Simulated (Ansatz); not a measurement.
**β-phase InSe (model structure)**

Method: HSE06-D3(BJ) in Ansatz (plane waves, PAW).

Cell: relaxed at this level.

```yaml
interlayer_binding_energy: 28.2 meV/Å²
layer_repeat_distance: 8.251 Å
gap_between_the_layers: 2.961 Å
```

Note: the relaxation could raise the start's symmetry but not lower it, so the cell can be a saddle point.

Spin–orbit coupling is not included.

The computed numbers hold no vibrational or temperature effects.

A model structure was made by putting elements into a prototype or built by hand; it is no filed structure, need not be a known phase, and can be a saddle point held by its symmetry.

Ansatz is a program for electronic structure.
